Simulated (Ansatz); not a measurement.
Base system: TiSi2 (space group Fddd, No. 70).

```cif
data_Si4Ti2
_chemical_formula_sum 'Si4 Ti2'
_space_group_name_H-M_alt 'P 1'
_space_group_IT_number 1
_cell_length_a 5.92430
_cell_length_b 4.88556
_cell_length_c 4.75970
_cell_angle_alpha 75.778
_cell_angle_beta 53.072
_cell_angle_gamma 51.150
loop_
_space_group_symop_operation_xyz
  'x, y, z'
loop_
_atom_site_label
_atom_site_type_symbol
_atom_site_fract_x
_atom_site_fract_y
_atom_site_fract_z
_atom_site_occupancy
Si1 Si 0.66250 0.33750 0.66250 1
Si2 Si 0.33750 0.66250 0.33750 1
Si3 Si 0.58750 0.91250 0.58750 1
Si4 Si 0.91250 0.58750 0.91250 1
Ti1 Ti 0.00000 0.00000 0.00000 1
Ti2 Ti 0.25000 0.25000 0.25000 1
```

Method: Kohn–Sham DFT with the r2SCAN functional, run in Ansatz (a program for electronic structure) with PAW and 500 eV plane waves, no spin-orbit coupling, earlier PAW set.

Base values:

| Item | Result |
|---|---|
| Pressure | 0.0 GPa |
| Band gap | zero |

Perturbation: an isotropic linear strain of +4.09 %, atoms relaxed at fixed cell.

Predict the new energy relative to the base, pressure, largest internal atomic displacement and band gap.

The energy rises by 86 meV/atom; the pressure (mean of the normal stresses, compression positive) goes from zero to -13.9 GPa; the largest internal atomic displacement amounts to 0.017 Å; the band gap stays zero.

No phonon test of stability was made. The final runs are not spin-polarised.
